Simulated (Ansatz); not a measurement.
The starting structures come from a database of crystals and need not be the phases stable at ambient conditions.

 Where the default PAW files enter, the runs use the earlier of Ansatz's two default sets.

Tunnelling through a barrier is set by its complex band structure: the current falls as exp(−2κd) with the smallest κ.

Given:

```yaml
crystal:
  lattice:
    - [5.08648, 0.00000, 0.00000]
    - [0.00000, 5.08648, 0.00000]
    - [2.54324, -2.54324, 3.59668]
  atoms:
    - { symbol: Ca, position: [0.25000, 0.25000, 0.50000] }
    - { symbol: Ca, position: [0.75000, 0.75000, 0.50000] }
    - { symbol: H, position: [0.23710, 0.76290, 0.52580] }
    - { symbol: H, position: [0.76290, 0.23710, 0.47420] }
    - { symbol: H, position: [0.76290, 0.76290, 0.00000] }
    - { symbol: H, position: [0.23710, 0.23710, 0.00000] }
    - { symbol: H, position: [0.23710, 0.76290, 0.00000] }
    - { symbol: H, position: [0.76290, 0.23710, 0.00000] }
    - { symbol: Ru, position: [0.00000, 0.00000, 0.00000] }
```

Space group of this cell: Fm-3m. The cell is taken as given; by PBEsol its mean pressure is -1.6 GPa.

Transport runs along the normal of the first two printed cell vectors, the (001) plane of the conventional cell.

The gap is the functional's own. No spin-orbit coupling. Mid-gap values are interpolated on the energy grid.

Task: State the band gap and the smallest decay constant κ at mid-gap according to PBEsol (Ansatz, a program for electronic structure).

Result: Gap 2.35 eV on a 8×8×8 mesh; κ = 0.397 1/Å, at (0.500, 0.500) of the in-plane reciprocal vectors. At the zone centre, at the nearest computed energy, the slowest state has κ = 0.51 1/Å.
